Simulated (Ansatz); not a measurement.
## Al2Pt, pressure series

Base system: Al2Pt (space group Fm-3m, No. 225; a = 5.946 Å).

Cell and atoms are relaxed at each pressure.

All numbers come from PBE in Ansatz (plane waves to 420 eV, PAW, spin-orbit coupling left out).

Notes on the quantities. enthalpy: H = E + PV relative to the base's energy.

```
case                    enthalpy  volume per atom
-----------------  -------------  ---------------
base                           –         17.52 Å³
pressure −2 GPa    -0.22 eV/atom         17.80 Å³
pressure −1 GPa    -0.11 eV/atom         17.66 Å³
pressure 0.9 GPa   +0.10 eV/atom         17.40 Å³
pressure 2.1 GPa   +0.23 eV/atom         17.25 Å³
pressure 4.5 GPa   +0.48 eV/atom         16.96 Å³
pressure 9 GPa     +0.95 eV/atom         16.49 Å³
pressure 15 GPa    +1.56 eV/atom         15.95 Å³
pressure 22.5 GPa  +2.29 eV/atom         15.38 Å³
pressure 30 GPa    +3.00 eV/atom              ___
```

Problem. Some entries are withheld; estimate them.

Solution. 
- pressure 30 GPa, volume per atom: 14.89 Å³

Load acts through the strain it causes; cell and atoms are relaxed under it. Stability against distortions was not tested. Competing high-pressure phases were not computed. All final runs are without spin polarisation.

Ansatz is a program for electronic structure.
